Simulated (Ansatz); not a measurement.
**Effect of pressure 10 GPa on Be**

The parent structure is Be in the hcp (Mg type) structure (space group P6_3/mmc, No. 194; a = 2.264 Å, c = 3.564 Å).

Perturbation: cell and atoms relaxed at a pressure of 10 GPa.

Computed with r2SCAN (Ansatz, an electronic-structure program; PAW; 500 eV plane waves; no spin-orbit coupling). Γ-centred 23×23×13 mesh, Fermi–Dirac width 0.05 eV.

```tsv
quantity	base	changed	shift
volume per atom	7.91 Å³	7.36 Å³	-0.55 Å³
density	1.89 g/cm³	2.03 g/cm³	+0.14 g/cm³
c/a ratio	1.574	1.579	+0.005
shortest interatomic distance	221.0 pm	216.0 pm	-5.0 pm
enthalpy H = E + PV relative to the base's energy	–	+0.48 eV/atom	–
band gap	zero	zero	–
```

Final structure:

```
CELL_PARAMETERS angstrom
      2.20823     0.00000     0.00000
     -1.10411     1.91238     0.00000
      0.00000     0.00000     3.48677
ATOMIC_POSITIONS crystal
  Be 0.33333 0.66667 0.75000
  Be 0.66667 0.33333 0.25000
```

Cost of the whole job for the changed cell (relaxation, final SCF and bands): roughly 25 core-seconds.

Load acts through the strain it causes; cell and atoms are relaxed under it. Whether these cells are dynamically stable was not tested. Competing high-pressure phases were not computed.
